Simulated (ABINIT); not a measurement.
**How far to go with the plane-wave cutoff: Rh (Fm-3m, 1 atom in the cell)**

```yaml
crystal:
  lattice:
    - [0.00000, 1.90950, 1.90950]
    - [1.90950, 0.00000, 1.90950]
    - [1.90950, 1.90950, 0.00000]
  atoms:
    - { symbol: Rh, position: [0.00000, 0.00000, 0.00000] }
```

Computed with PBE, norm-conserving pseudopotentials (PseudoDojo nc-sr-05 PBE standard) (plane waves; ABINIT).

Base settings: pseudos = [Rh.upf]; ecut = 88 Ry; ixc = 11; occopt = 3; tsmear = 0.00367493 Ha; ngkpt = 5 5 5; nshiftk = 1; shiftk = 0 0 0; potentials = PseudoDojo nc-sr-05 PBE standard; nband = 14.

The second cell is the first with its lattice scaled by 0.98.

The mesh stays at the base's, so the ladder's end is converged at best in this setting alone.

Only quantities that move along the ladder and can be compared are tabulated.

The count of work is k-points × plane waves × bands × iterations; it is no time. 

The starting cell has typed, rounded lattice constants, without a prior relaxation at this level. Its lattice was rescaled by up to half a per cent. Spin polarisation is off. In the base run, with a pressure of about 6 GPa the cell is away from its equilibrium volume at this level. Without a gap this mesh is coarse (it stands for a supercell whose shortest vector is 14 Å).

| ecut | free energy less the last step's (meV/atom) | energy of the compressed cell less the first (meV/atom) | pressure (GPa) | count of work / last |
|---|---|---|---|---|
| 30 Ry | 19253.54 | 91.64 | -486.90 | 0.056 |
| 36 Ry | 9895.23 | 15.21 | -304.79 | 0.072 |
| 40 Ry | 6279.20 | 68.23 | -221.79 | 0.083 |
| 44 Ry | 3834.21 | 165.33 | -154.41 | 0.098 |
| 48 Ry | 2328.63 | 73.59 | -105.71 | 0.11 |
| 52 Ry | 1344.89 | 85.42 | -68.65 | 0.12 |
| 62 Ry | 295.12 | 82.54 | -17.40 | 0.16 |
| 70 Ry | 73.02 | 76.18 | -1.81 | 0.19 |
| 80 Ry | 7.80 | 76.74 | 4.63 | 0.23 |
| 88 Ry | 1.28 | 76.84 | 5.67 | 0.27 |
| 96 Ry | 0.80 | 76.86 | 5.81 | 0.31 |
| 106 Ry | 0.68 | 76.86 | 5.79 | 0.36 |
| 118 Ry | 0.49 | 76.85 | 5.80 | 0.42 |
| 132 Ry | 0.42 | 76.85 | 5.81 | 0.49 |
| 154 Ry | 0.26 | 76.85 | 5.80 | 0.62 |
| 176 Ry | 0.13 | 76.85 | 5.80 | 0.76 |
| 212 Ry | 0.00 | 76.85 | 5.81 | 1.0 |

Coarsest ecut that holds the energy of the compressed cell less the first within 0.5 meV/atom of the last step, with all finer ones: 80 Ry, at 0.23 of the last step's count of work; the step before is off by 0.67 meV/atom.

Coarsest ecut that holds the free energy within 2 meV/atom of the last step, with all finer ones: 88 Ry, at 0.27 of the last step's count of work; the step before is off by 7.8 meV/atom.

Coarsest ecut that holds the pressure within 0.1 GPa of the last step, with all finer ones: 96 Ry, at 0.31 of the last step's count of work; the step before is off by 0.14 GPa.

The energy difference between the two cells stays within 1 meV/atom of the last step's from 70 Ry on, the total only from 96 Ry on: much of the error is common to both cells and cancels.

At the lowest cutoff the pressure lies 493 GPa under the last step's, the usual sign of Pulay stress in an incomplete plane-wave basis.
